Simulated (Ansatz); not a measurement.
```
CELL_PARAMETERS angstrom
      2.47799     0.00000     0.00000
      1.23899     2.14600     0.00000
      0.00000     0.00000     6.60476
ATOMIC_POSITIONS crystal
  B  0.33333 0.33333 0.25000
  B  0.66667 0.66667 0.75000
  N  0.33333 0.33333 0.75000
  N  0.66667 0.66667 0.25000
```

No spin polarisation.

The values are results of DFT with PBE-D3(BJ), PAW potentials and a 420 eV plane-wave cutoff in Ansatz (a first-principles code), no spin-orbit coupling, earlier PAW set, not measurements. Settings: 15×15×5 k-points, 0.05 eV Fermi–Dirac smearing.

Question: Predict the band gap and in-plane stress.

Answer: The band gap is 4.28 eV and the mean in-plane stress (compression positive) is +12.7 GPa.

The cells carry an imposed strain or load. Stability against distortions was not tested. The cell was made from BN in the h-BN type structure (space group P6_3/mmc, No. 194; layered, stacked along the Cartesian z axis) by this change: biaxial strain −1.11 %, plane normal [001], relaxed out of plane.
